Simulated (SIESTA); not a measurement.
Input and output of a self-consistent single point for ZrVCr (Imma, 6 atoms in the cell) (SIESTA).

Level of theory: LDA PW92, numerical atomic orbitals DZP, PseudoDojo LDA standard norm-conserving potentials (rewritten from UPF to PSML) (SIESTA 5.4.2).

```
ZrVCr
1.0
   -2.50252     2.67225     3.64980
    2.50252    -2.67225     3.64980
    2.50252     2.67225    -3.64980
Zr V Cr
2 2 2
Direct
  0.12748   0.87748   0.25000
  0.87252   0.12252   0.75000
  0.50000   0.50000   0.00000
  0.00000   0.50000   0.50000
  0.50000   0.50000   0.50000
  0.50000   0.00000   0.00000
```

Reference input (self-consistent single point, DFT, GGA PBEsol, numerical atomic orbitals DZP, PseudoDojo PBEsol standard norm-conserving potentials (rewritten from UPF to PSML)): XC.functional = GGA; XC.authors = PBEsol; potentials = PseudoDojo PBEsol standard; PAO.BasisSize = DZP; PAO.EnergyShift = 0.005 Ry; MeshCutoff = 350 Ry; kgrid.MonkhorstPack = 5 5 5; OccupationFunction = MP; OccupationMPOrder = 0; ElectronicTemperature = 0.1 eV; MaxSCFIterations = 150; SCF.Mixer.Method = Pulay. This run's input differs from it in these lines:

```diff
@@ -1,2 +1,2 @@
-# files in the folder: Zr.psml V.psml Cr.psml (PseudoDojo PBEsol standard)
+# files in the folder: Zr.psml V.psml Cr.psml (PseudoDojo LDA standard)
 SystemName  ZrVCr
@@ -27,4 +27,4 @@
 
-XC.functional                GGA
-XC.authors                   PBEsol
+XC.functional                LDA
+XC.authors                   PW92
 PAO.BasisSize                DZP
```

Output, abridged:

```
        iscf     Eharris(eV)        E_KS(eV)     FreeEng(eV)     dDmax    Ef(eV) dHmax(eV)
   scf:    1   -11119.114242   -11466.518504   -11466.544045  1.483318 -5.271870 51.461906
   scf:    2    -9672.698782   -11115.287781   -11115.322227  1.753108 -5.972006 88.029320
   scf:    3   -11640.871659   -11608.114771   -11608.155443  1.474353 -6.253372  4.272762
   scf:    4   -11610.273741   -11609.511135   -11609.553489  0.135025 -6.385800  2.506457
   scf:    5   -11593.998564   -11605.079968   -11605.124022  0.314411 -6.963170  8.880721
   [... 8 lines left out ...]
   scf:   14   -11610.217645   -11610.217633   -11610.261245  0.000123 -6.679412  0.000369
   scf:   15   -11610.217632   -11610.217633   -11610.261245  0.000015 -6.679455  0.000243
   scf:   16   -11610.217630   -11610.217632   -11610.261245  0.000021 -6.679499  0.000281
   scf:   17   -11610.217631   -11610.217631   -11610.261245  0.000008 -6.679501  0.000205
SCF Convergence by DM+H criterion
max |DM_out - DM_in|         :     0.0000077175
max |H_out - H_in|      (eV) :     0.0002053768
SCF cycle converged after 17 iterations

Using DM_out to compute the final energy and forces

siesta: E_KS(eV) =           -11610.2176

siesta: E_KS - E_eggbox =    -11610.2176

siesta: Atomic forces (eV/Ang):
     1    0.001199   -0.000722    0.018481
     2   -0.001199    0.000722   -0.018481
     3   -0.000000   -0.000000    0.000000
     4    0.000000    0.000000    0.000000
     5   -0.000000   -0.000000    0.000000
     6    0.000000    0.000000   -0.000000
   Tot   -0.000000    0.000000    0.000000
   Max    0.018481
   Res    0.006178    sqrt( Sum f_i^2 / 3N )
   Max    0.018481    constrained

   [... lines left out ...]
siesta: FreeEng =    -11610.261245
siesta: Cell volume =         97.630358 Ang**3
siesta:        -149.12214741       -149.34782693  kBar
   [... lines left out ...]
              0.378   0.961   1.160   1.053   1.027   1.063  -0.012  -0.059

             -0.047  -0.057  -0.023

mulliken: Qtot =       78.000

Mulliken Atomic Populations:
Atom #   charge [q] valence [e]  Species
     1     0.152061   11.847939  Zr
     2     0.152061   11.847939  Zr
     3     0.200968   12.799032  V
     4     0.201107   12.798893  V
     5    -0.353141   14.353141  Cr
     6    -0.353055   14.353055  Cr
 Total     0.000000
```

The run converged in 17 iterations. Against the reference run the pressure goes from -10.49 to -14.91 GPa and the largest force goes from 0.009 to 0.019 eV/Å.

The starting cell comes from a database of computed structures (which also holds hypothetical and non-ambient phases and stackings), without a prior relaxation at this level. Its lattice was rescaled by a random factor within 2.5 % of one. Spin polarisation is off. Values carry the incompleteness of an atom-centred basis. With a pressure of about -15 GPa the cell is away from its equilibrium volume at this level.

Cost on one core of a shared machine: roughly 70 s.
